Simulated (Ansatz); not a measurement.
Take Ag$_{3}$Pt in the Cu3Au type structure (space group Pm-3m, No. 221; a = 4.009 Å; relaxed with 0.1 eV smearing) as the base.

Computed with PBEsol in Ansatz (plane waves to 420 eV, PAW, no spin-orbit coupling).

Base values:

- Pressure: 0.0 GPa

Perturbation: an isotropic linear strain of +3.87 %, atoms relaxed at fixed cell.

Question: What happens to the pressure?

Answer: The pressure goes from zero to -12.6 GPa.

Question: What does the calculation give for the energy relative to the base after the change?

Answer: The energy grows by 87 meV/atom.

Stability against distortions was not tested. The final runs are not spin-polarised.

Ansatz is a first-principles code.
